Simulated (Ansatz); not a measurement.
## AgRhS2O8 under a change: uniaxial stress, 8 GPa tension along x

Start from AgRhS2O8 (space group C2/m, No. 12; a cell from a computed database, its experimental status unchecked).

```xyz
12
Lattice="3.9865 -2.5805 0.0000 3.9865 2.5805 0.0000 -0.1219 0.0000 7.2534" Properties=species:S:1:pos:R:3 pbc="T T T"
Ag    -0.0609     0.0000     3.6267
Rh     0.0000     0.0000     0.0000
S      2.8294     0.0000     1.5413
S      5.0216     0.0000     5.7120
O      2.1473     0.0000     2.8218
O      5.7037     0.0000     4.4315
O      3.7329     1.2253     1.4891
O      4.1182    -1.2253     5.7643
O      4.1182     1.2253     5.7643
O      3.7329    -1.2253     1.4891
O      1.9865     0.0000     0.3162
O      5.8645     0.0000     6.9371
```

Cartesian axes are those of the cell as printed.

It is then changed as follows: uniaxial stress, 8 GPa tension along x, with the cell and atoms free to relax against it.

All numbers come from PBEsol in Ansatz (plane waves to 420 eV, PAW, spin-orbit coupling left out), earlier PAW set. Settings: 6×6×4 k-points, 0.05 eV Fermi–Dirac smearing.

The volume per atom goes up by 0.87 Å³ to 13.31 Å³ and the shortest interatomic distance is nearly the same (1.451 Å against 1.452 Å). The energy rises by 35 meV/atom and the band gap shrinks by 0.31 eV (1.13 eV → 0.82 eV). The gap character changes from indirect, Γ–C (71 % along) → L₂ to indirect, Γ–C (71 % along) → k = (0.167, 0.167, -1/2) in the run's primitive reciprocal basis and the smallest direct gap falls by 0.071 eV, from 1.22 eV to 1.14 eV. The width of the top valence band rises by 0.11 eV (0.64 eV → 0.75 eV) and the strain response (xx, yy, zz) amounts to (+11.35, −1.78, −2.09) %.

Final structure:

```
CELL_PARAMETERS angstrom
      4.43876    -2.53470     0.11540
      4.43876     2.53470     0.11540
      0.07429     0.00000     7.09803
ATOMIC_POSITIONS crystal
  Ag 0.00000 0.00000 0.50000
  Rh 0.00000 0.00000 0.00000
  S  0.32989 0.32989 0.21539
  S  0.67011 0.67011 0.78461
  O  0.25332 0.25332 0.39968
  O  0.74668 0.74668 0.60032
  O  0.19575 0.67313 0.20475
  O  0.80425 0.32687 0.79525
  O  0.32687 0.80425 0.79525
  O  0.67313 0.19575 0.20475
  O  0.22731 0.22731 0.05413
  O  0.77269 0.77269 0.94587
```

Cost of the whole job for the changed cell (relaxation, final SCF and bands): about 8 core-minutes (a rough figure).

Stability under load was not tested beyond the relaxation.

Ansatz is a program for electronic structure.
